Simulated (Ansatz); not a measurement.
Reference: Sc3PbC (Pm-3m), PBEsol, DFPT electron-phonon coupling, linearised Boltzmann equation (plane waves, PAW, scalar-relativistic; Ansatz, an electronic-structure program); geometry: relaxed with this functional, without spin-orbit coupling.

```cif
data_CPbSc3
_chemical_formula_sum 'Sc3 Pb1 C1'
_space_group_name_H-M_alt 'P 1'
_space_group_IT_number 1
_cell_length_a 4.50571
_cell_length_b 4.50571
_cell_length_c 4.50571
_cell_angle_alpha 90.000
_cell_angle_beta 90.000
_cell_angle_gamma 90.000
loop_
_space_group_symop_operation_xyz
  'x, y, z'
loop_
_atom_site_label
_atom_site_type_symbol
_atom_site_fract_x
_atom_site_fract_y
_atom_site_fract_z
_atom_site_occupancy
Sc1 Sc 0.00000 0.50000 0.50000 1
Sc2 Sc 0.50000 0.00000 0.50000 1
Sc3 Sc 0.50000 0.50000 0.00000 1
Pb1 Pb 0.00000 0.00000 0.00000 1
C1 C 0.50000 0.50000 0.50000 1
```

resistivity at 300 K: 23 μΩ·cm
mean free path at 300 K: 8.8 nm
electron-phonon coupling λ: 0.169
logarithmic mean phonon energy: 28 meV

Replace Pb by Sn on the same sites and relax. What happens?

Sc3SnC (Pm-3m): volume per atom 18.3 to 18.0 Å³; resistivity at 300 K stays about the same (23 μΩ·cm to 23 μΩ·cm); mean free path at 300 K stays about the same (8.8 nm to 8.6 nm); electron-phonon coupling λ stays about the same (0.169 to 0.175); logarithmic mean phonon energy stays about the same (28 meV to 28 meV).

Swap Sc for Y, keeping the structure type. How do these values move?

Y₃PbC (Pm-3m): volume per atom 18.3 to 22.9 Å³; resistivity at 300 K rises (23 μΩ·cm to 30 μΩ·cm); mean free path at 300 K falls (8.8 nm to 7.5 nm); electron-phonon coupling λ rises (0.169 to 0.25); logarithmic mean phonon energy falls (28 meV to 18.5 meV).

Moves up to 6 % count as about the same. Metals; harmonic phonons alone scatter; means over directions. The mean free path is weighted by the current that each state carries. Halving the electron mesh moves these values by up to 4 %; q meshes are mostly untested. Spin-orbit coupling is left out.

Computed structure with no diffraction record at hand here (it may be known, metastable or hypothetical): Sc3PbC (Pm-3m), Sc3SnC (Pm-3m), Y3PbC (Pm-3m). The missing spin-orbit coupling matters most for Sc3PbC (Pm-3m), Y3PbC (Pm-3m).
